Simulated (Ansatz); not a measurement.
A computed series for GaN: alloy series

The parent structure is GaN in the wurtzite structure (space group P6_3mc, No. 186; a = 3.183 Å, c = 5.184 Å).

The other end (x = 1) is AlN in the wurtzite structure (space group P6_3mc, No. 186): 10.40 Å³/atom, gap 4.88 eV.

Al replaces a fraction x of Ga; each row is one arrangement (x, atoms in the cell, starting space group or random), fully relaxed.

Level of theory: r2SCAN (Ansatz, a program for electronic structure), no spin-orbit coupling.

Candidates:
(a) x(Al) = 0.5, 12 atoms, P3m1
(b) x(Al) = 0.75, 8 atoms, Pm
(c) x(Al) = 0.5, 12 atoms, Cm
(d) x(Al) = 0.833, 12 atoms, Cm

For the base:

| Property | Result |
|---|---|
| Band gap | 2.35 eV |

Question: Order them by band gap, highest first.

Answer: (d) x(Al) = 0.833, 12 atoms, Cm (4.34 eV), (b) x(Al) = 0.75, 8 atoms, Pm (4.15 eV), (c) x(Al) = 0.5, 12 atoms, Cm (3.52 eV), (a) x(Al) = 0.5, 12 atoms, P3m1 (3.28 eV)

Each cell is one ordered arrangement of few atoms, which overstates ordering effects compared with a random alloy. Stability against distortions was not tested.
